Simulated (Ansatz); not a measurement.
The reference is HfO2 in the fluorite structure (space group Fm-3m, No. 225; a = 5.044 Å).

Computed with PBEsol (Ansatz, a quantum-chemistry and plane-wave program), no SOC.

Before the change:

The volume per atom is 10.69 Å³ and the band gap comes out as 3.69 eV. The electron mass comes out as 1.1 mₑ along k, 0.70 mₑ across (at X).

Perturbation: a negative pressure, −2 GPa.

Problem. How does this affect the volume per atom, band gap and electron mass?

Solution. The volume per atom rises by 0.083 Å³, from 10.69 Å³ to 10.78 Å³; the band gap drops by 0.02 eV to 3.67 eV; the electron mass is still 1.1 mₑ along k, 0.70 mₑ across (at X).

Spin-orbit coupling, missing from the scalar runs, can matter with Hf. Load acts through the strain it causes; cell and atoms are relaxed under it. Effective masses come from finite differences of ±0.01 Å⁻¹. Along k means along the line from Γ to the band edge. Stability against distortions was not tested. This is not the structure that HfO2 has at room temperature and ambient pressure.
